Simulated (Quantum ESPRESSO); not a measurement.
A self-consistent single point of Ca3Tl (Fm-3m, 4 atoms in the cell) with Quantum ESPRESSO.

Computed with PBEsol, spin-orbit coupling, PseudoDojo fully relativistic norm-conserving (PBESOL) pseudopotentials (plane waves; Quantum ESPRESSO).

```
Ca3Tl
1.0
   -4.02583     0.00000     4.02583
    0.00000     4.02583     4.02583
   -4.02583     4.02583     0.00000
Ca Tl
3 1
Cartesian
 -4.02583   4.02583   4.02583
 -2.01291   2.01291   2.01291
 -6.03874   6.03874   6.03874
  0.00000   0.00000   0.00000
```

Reference input (self-consistent single point, DFT, PBEsol, plane waves, GBRV 1.5 ultrasoft (PBESOL) pseudopotentials): ecutwfc = 40 Ry; ecutrho = 200 Ry; occupations = smearing; smearing = gauss; degauss = 0.0099958 Ry; potentials = {Ca: ca_pbesol_v1.uspp.F.UPF, Tl: tl_pbesol_v1.2.uspp.F.UPF}; K_POINTS = automatic 7 7 7 0 0 0; conv_thr = 1e-10 Ry. This run's input differs from it in these lines:

```diff
@@ -13,4 +13,3 @@
   ntyp = 2
-  ecutwfc = 40
-  ecutrho = 200
+  ecutwfc = 70
   occupations = 'smearing'
@@ -18,2 +17,4 @@
   degauss = 0.0099958
+  noncolin = .true.
+  lspinorb = .true.
 /
@@ -23,4 +24,4 @@
 ATOMIC_SPECIES
-Ca    40.0780  ca_pbesol_v1.uspp.F.UPF
-Tl   204.3800  tl_pbesol_v1.2.uspp.F.UPF
+Ca    40.0780  Ca.upf
+Tl   204.3800  Tl.upf
 ATOMIC_POSITIONS {alat}
```

The program printed (abridged):

```
     Self-consistent Calculation

     iteration #  1     ecut=    70.00 Ry     beta= 0.70

     Threshold (ethr) on eigenvalues was too large:
     Diagonalizing with lowered threshold

     c_bands:  1 eigenvalues not converged
     c_bands:  1 eigenvalues not converged
     c_bands:  3 eigenvalues not converged
     c_bands:  3 eigenvalues not converged

     total energy              =    -352.99222437 Ry
     estimated scf accuracy    <       0.03210685 Ry

     iteration #  2     ecut=    70.00 Ry     beta= 0.70
     c_bands:  1 eigenvalues not converged

     total energy              =    -352.99732775 Ry
   [... lines left out ...]

     iteration #  3     ecut=    70.00 Ry     beta= 0.70
     c_bands:  1 eigenvalues not converged
     c_bands:  5 eigenvalues not converged
     c_bands:  2 eigenvalues not converged
     c_bands:  1 eigenvalues not converged
     c_bands:  1 eigenvalues not converged

     total energy              =    -352.99809657 Ry
     estimated scf accuracy    <       0.00100262 Ry

   [... 4 blocks of this kind left out ...]

     iteration #  8     ecut=    70.00 Ry     beta= 0.70

     total energy              =    -352.99840465 Ry
     estimated scf accuracy    <          1.3E-09 Ry

     iteration #  9     ecut=    70.00 Ry     beta= 0.70
     End of self-consistent calculation

     the Fermi energy is     7.5812 ev

!    total energy              =    -352.99840465 Ry
     estimated scf accuracy    <          2.0E-11 Ry
     smearing contrib. (-TS)   =      -0.00211357 Ry
     internal energy E=F+TS    =    -352.99629108 Ry

     convergence has been achieved in   9 iterations

     Forces acting on atoms (cartesian axes, Ry/au):

     atom    1 type  1   force =     0.00000000    0.00000000    0.00000000
   [... zero for the other atoms too ...]

     Total force =     0.000000     Total SCF correction =     0.000000

          total   stress  (Ry/bohr**3)                   (kbar)     P=      -11.36
  -0.00007723   0.00000000   0.00000000          -11.36        0.00        0.00
   0.00000000  -0.00007723   0.00000000            0.00      -11.36        0.00
   0.00000000   0.00000000  -0.00007723            0.00        0.00      -11.36

   JOB DONE.
```

The run converged in 9 iterations. Against the reference run the pressure goes from -1.27 to -1.14 GPa. The full log also holds: “c_bands:  1 eigenvalues not converged”. The full log also holds: “c_bands:  3 eigenvalues not converged”.

The starting cell comes from a database of computed structures (which also holds hypothetical and non-ambient phases and stackings), without a prior relaxation at this level.

Cost on one core of a shared machine: roughly 5 min.
